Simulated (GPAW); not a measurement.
A self-consistent single point of Na (Im-3m, 1 atom in the cell) with GPAW.

Method: PBE, GPAW PAW datasets PBE (gpaw-data 1.0.1) (plane waves; GPAW 25.7.0).

```
Na
1.0
   -2.14065     2.14065     2.14065
    2.14065    -2.14065     2.14065
    2.14065     2.14065    -2.14065
Na
1
Direct
  0.00000   0.00000   0.00000
```

Reference input (self-consistent single point, DFT PBE, plane waves, GPAW PAW datasets PBE (gpaw-data 1.0.1)): mode = pw; ecut = 850 eV; xc = PBE; kpts = 6 6 6; mesh shift (steps) = 0 0 0; occupations.name = fermi-dirac; occupations.width = 0.1 eV; nbands = -9; symmetry.symmorphic = false; symmetry.tolerance = 0.0005; maxiter = 120. This run's input differs from it in these lines:

```diff
@@ -13,4 +13,4 @@
             xc='PBE',
-            kpts={'size': (6, 6, 6), 'gamma': True},
-            occupations={'name': 'fermi-dirac', 'width': 0.1},
+            kpts={'size': (10, 10, 10), 'gamma': True},
+            occupations={'name': 'methfessel-paxton', 'width': 0.2, 'order': 0},
             nbands=-9,
```

Output (repeated stretches shortened):

```
     iter     time        total  log10-change:
                         energy   eigst   dens
iter:   1 --:--:--    -1.320901
iter:   2 --:--:--    -1.320660   -2.80  -1.69
iter:   3 --:--:--    -1.319868c  -3.06  -1.71
iter:   4 --:--:--    -1.319074c  -5.19  -2.53
iter:   5 --:--:--    -1.316225   -4.34  -2.58
iter:   6 --:--:--    -1.316233c  -6.01  -3.78
iter:   7 --:--:--    -1.316216c  -6.23  -3.62
iter:   8 --:--:--    -1.316216c  -8.01c -4.57c
Converged after 8 iterations.

Dipole moment: (0.000000, 0.000000, 0.000000) |e|*Ang

Energy contributions relative to reference atoms: (reference = -4418.610498)

Kinetic:         +1.049891
Potential:       -0.954042
External:        +0.000000
XC:              -1.374283
Entropy (-ST):   -0.012174
Local:           -0.031694
SIC:             +0.000000
--------------------------
Free energy:     -1.322303
Extrapolated:    -1.316216

Showing only first 2 kpts
 Kpt  Band  Eigenvalues  Occupancy
  0     1    -24.84922    2.00000
  0     2    -24.84922    2.00000
  0     3     -3.04105    2.00000
  0     4     11.49292    0.00000

  1     1    -24.85017    2.00000
  1     2    -24.84921    2.00000
  1     3     -2.87175    2.00000
  1     4      9.60143    0.00000

Fermi level: 0.10542

No gap
No difference between direct/indirect transitions
Energy (eV): -1.316216

Forces in eV/Ang:
  0 Na    0.00000    0.00000    0.00000

Stress tensor:
     0.002362    -0.000000    -0.000000
    -0.000000     0.002362     0.000000
    -0.000000     0.000000     0.002362
Stress (GPa, Voigt): [ 0.3784  0.3784  0.3784  0.     -0.     -0.    ]
```

The run converged in 8 iterations. GPAW prints stress with tension positive. Against the reference run the free energy drops by 12.7 meV/atom and the pressure moves little (-0.30 to -0.38 GPa).

The starting cell has typed, rounded lattice constants, without a prior relaxation at this level. Its lattice was rescaled by up to half a per cent.
